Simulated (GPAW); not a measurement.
GPAW run on ZrC (Fm-3m, 2 atoms in the cell): self-consistent single point.

Method: PBE, GPAW PAW datasets PBE (gpaw-data 1.0.1) (plane waves; GPAW).

The change in words: lattice scaled by 0.98. Reference geometry:
```
CELL_PARAMETERS angstrom
      0.00000     2.30888     2.30888
      2.30888     0.00000     2.30888
      2.30888     2.30888     0.00000
ATOMIC_POSITIONS crystal
  Zr 0.00000 0.00000 0.00000
  C  0.50000 0.50000 0.50000
```

Reference input (self-consistent single point, DFT PBE, plane waves, GPAW PAW datasets PBE (gpaw-data 1.0.1)): mode = pw; ecut = 950 eV; xc = PBE; kpts = 10 10 10; mesh shift (steps) = 0 0 0; occupations.name = methfessel-paxton; occupations.width = 0.2 eV; occupations.order = 0; nbands = -6; convergence.forces = 0.001 eV/Å; symmetry.symmorphic = false; symmetry.tolerance = 0.0005. This run's input differs from it in these lines:

```diff
@@ -5,7 +5,7 @@
 atoms = Atoms(['Zr', 'C'],
-              cell=[[0.000000, 2.308875, 2.308875],
-                    [2.308875, 0.000000, 2.308875],
-                    [2.308875, 2.308875, 0.000000]],
+              cell=[[0.000000, 2.262698, 2.262698],
+                    [2.262698, 0.000000, 2.262698],
+                    [2.262698, 2.262698, 0.000000]],
               positions=[[0.000000, 0.000000, 0.000000],
-                         [2.308875, 2.308875, 2.308875]],
+                         [2.262698, 2.262698, 2.262698]],
               pbc=True)
```

Output (repeated stretches shortened):

```
     iter     time        total  log10-change:
                         energy   eigst   dens  force
iter:   1 --:--:--   -19.956492
iter:   2 --:--:--   -19.407940   -0.88  -0.87
iter:   3 --:--:--   -18.125527   -0.75  -0.94
iter:   4 --:--:--   -18.127173   -1.64  -1.48
iter:   5 --:--:--   -18.148467   -2.18  -1.59
iter:   6 --:--:--   -18.146462   -3.18  -2.28
iter:   7 --:--:--   -18.147104c  -4.10  -2.73
iter:   8 --:--:--   -18.144580c  -3.23  -2.67
iter:   9 --:--:--   -18.144591c  -4.66  -3.35
iter:  10 --:--:--   -18.144587c  -5.78  -3.31
iter:  11 --:--:--   -18.144605c  -5.20  -3.44
iter:  12 --:--:--   -18.144597c  -5.95  -3.55
iter:  13 --:--:--   -18.144598c  -7.15  -3.85
iter:  14 --:--:--   -18.144596c  -6.73  -3.88
iter:  15 --:--:--   -18.144592c  -5.97  -4.06c
iter:  16 --:--:--   -18.144593c  -7.14  -4.36c
iter:  17 --:--:--   -18.144593c  -8.32c -5.04c
iter:  18 --:--:--   -18.144592c  -8.59c -5.08c -29.15c
Converged after 18 iterations.

Dipole moment: (-0.000000, -0.000000, -0.000000) |e|*Ang

Energy contributions relative to reference atoms: (reference = -98921.199351)

Kinetic:        +29.548086
Potential:      -28.244906
External:        +0.000000
XC:             -19.803991
Entropy (-ST):   -0.005558
Local:           +0.358998
SIC:             +0.000000
--------------------------
Free energy:    -18.147372
Extrapolated:   -18.144592

Showing only first 2 kpts
 Kpt  Band  Eigenvalues  Occupancy
  0     6     12.90028    0.00000
  0     7     12.90028    0.00000
  0     8     13.06029    0.00000
  0     9     13.06029    0.00000

  1     6     11.99193    0.81541
  1     7     11.99193    0.81541
  1     8     12.58521    0.00001
  1     9     14.48934    0.00000

Fermi level: 11.95892

No gap
No difference between direct/indirect transitions
Energy (eV): -18.144592

Forces in eV/Ang:
  0 Zr    0.00000   -0.00000    0.00000
  1 C     0.00000   -0.00000    0.00000

Stress tensor:
    -0.201751     0.000000     0.000000
     0.000000    -0.201751     0.000000
     0.000000     0.000000    -0.201751
Stress (GPa, Voigt): [-32.324 -32.324 -32.324   0.      0.      0.   ]
```

The run converged in 18 iterations. GPAW prints stress with tension positive. Against the reference run the free energy goes up by 102 meV/atom.

At such cutoffs GPAW's stress carries a finite-basis (Pulay) error, which enters relaxed cells too; its log prints stress with tension positive.

The starting cell has typed, rounded lattice constants, without a prior relaxation at this level. Its lattice was rescaled by a random factor within 2.5 % of one. For this run, on top of that: lattice scaled by 0.98.
